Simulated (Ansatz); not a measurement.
For fluorite PtAl2, rVV10 in Ansatz (plane waves, PAW) gives:

| Item | Value |
|---|---|
| equilibrium lattice constant a | 5.981 Å |
| bulk modulus | 122 GPa |
| enthalpy of formation | -0.835 eV/atom |

Question: What does r²SCAN0 (plane waves, PAW; Ansatz, a first-principles code) give for the same quantities?

Answer: 
- lattice constant a: 5.880 Å (drops by 1.7 %)
- bulk modulus: 148 GPa (goes up by 21 %)
- formation enthalpy: -1.101 eV/atom (moves by -0.266 eV/atom)

For comparison: lattice constant a 5.91 Å (measured, temperature not stated, copied from a table, unchecked, no zero-point or thermal correction; as tabulated in Crystal Structures 1, 239 (1963)).

Changes are worked out from the printed values.

Unless a cell is named, each level is at its own relaxed cell (rVV10 17.83, r²SCAN0 16.94 Å³/atom).

Levels without +SOC leave out spin–orbit coupling, which shifts energies and cells of such heavy elements.

The crystal itself was run without spin with rVV10, r²SCAN0; a magnetic state was not tried in these runs.

Ansatz's density-functional and Hartree–Fock values are scalar-relativistic unless marked +SOC, with PAW data made under PBE.
